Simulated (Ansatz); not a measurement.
The reference is Ba in the bcc (W type) structure (space group Im-3m, No. 229; a = 4.8819 Å; relaxed with 0.1 eV smearing). Axes: x, y, z lie along the cube axes.

Computed with PBEsol (Ansatz, a first-principles code; PAW; 420 eV plane waves; without spin-orbit coupling).

Strains are applied to the cell and any free atomic positions relax.

One change was made to it. Results:

```tsv
quantity	base	after
energy relative to the base (free energy F)	0 meV/atom	+0.1 meV/atom
band gap	zero	zero
pressure (mean of the normal stresses, compression positive)	0.0 GPa	0.0 GPa
```

Question: What was done to the base?
A. tensor shear ε_xy = +2.00 %
B. tensor shear ε_xy = +0.29 %
C. tensor shear ε_xy = +1.71 %
D. tensor shear ε_xy = +1.43 %

Answer: B, tensor shear ε_xy = +0.29 %. For comparison, the energy relative to the base in the other runs: tensor shear ε_xy = +2.00 % gives +3.2 meV/atom; tensor shear ε_xy = +1.43 % gives +1.7 meV/atom; tensor shear ε_xy = +1.71 % gives +2.4 meV/atom.

No phonon test of stability was made.
